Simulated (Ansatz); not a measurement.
**Sn under a change: pressure −2 GPa**

Start from Sn (space group I4/mmm, No. 139; a = 3.281 Å, c = 4.920 Å).

It is then changed as follows: hydrostatic tension (pressure −2 GPa).

All numbers come from PBEsol (Ansatz, a quantum-chemistry and plane-wave program; PAW; 420 eV plane waves; without spin-orbit coupling). Settings: 20×20×20 k-points, 0.05 eV Fermi–Dirac smearing.

Volume per atom: 27.56 Å³ (base 26.49 Å³)
Density: 7.15 g/cm³ (base 7.44 g/cm³)
Lattice parameter a: 3.333 Å (base 3.281 Å)
c/a ratio: 1.489 (base 1.499)
Shortest interatomic distance: 3.333 Å (base 3.281 Å)
Enthalpy H = E + PV relative to the base's energy: -0.34 eV/atom
Band gap: zero (base zero)

Final structure:

```
Sn
1.0
   -1.66665     1.66665     2.48089
    1.66665    -1.66665     2.48089
    1.66665     1.66665    -2.48089
Sn
1
Cartesian
  0.00000   0.00000   0.00000
```

Load acts through the strain it causes; cell and atoms are relaxed under it. No phonon test of stability was made. This is not the structure that Sn has at room temperature and ambient pressure.
